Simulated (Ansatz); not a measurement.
The reference is MgO in the rock salt structure (space group Fm-3m, No. 225; a = 4.204 Å). Axes: x, y, z lie along the cube axes.

Computed with Ansatz (an electronic-structure program) r2SCAN, spin-orbit coupling left out.

Strains are applied to the cell and any free atomic positions relax; under biaxial strain the out-of-plane vector relaxes too.

One change was made to it. Results:

```json
[
 {"quantity": "valence-band top at Γ (three highest levels, from the VBM)", "base": "0.00, 0.00, 0.00 eV", "after": "0.00, 0.00, -0.07 eV"},
 {"quantity": "energy relative to the base (free energy F)", "base": "0 meV/atom", "after": "+7.5 meV/atom"}
]
```

Which change produced these results?
A. biaxial strain +3.00 %, plane normal [001], relaxed out of plane
B. biaxial strain +1.50 %, plane normal [001], relaxed out of plane
C. biaxial strain +1.00 %, plane normal [001], relaxed out of plane
D. biaxial strain +0.50 %, plane normal [001], relaxed out of plane
E. biaxial strain +2.00 %, plane normal [001], relaxed out of plane

E, biaxial strain +2.00 %, plane normal [001], relaxed out of plane. For comparison, the valence-band top at Γ in the other runs: biaxial strain +0.50 %, plane normal [001], relaxed out of plane gives 0.00, 0.00, -0.02 eV; biaxial strain +1.50 %, plane normal [001], relaxed out of plane gives 0.00, 0.00, -0.06 eV; biaxial strain +3.00 %, plane normal [001], relaxed out of plane gives 0.00, 0.00, -0.12 eV; biaxial strain +1.00 %, plane normal [001], relaxed out of plane gives 0.00, 0.00, -0.04 eV.

The levels and masses belong to the bands next to the band gap. Whether these cells are dynamically stable was not tested.
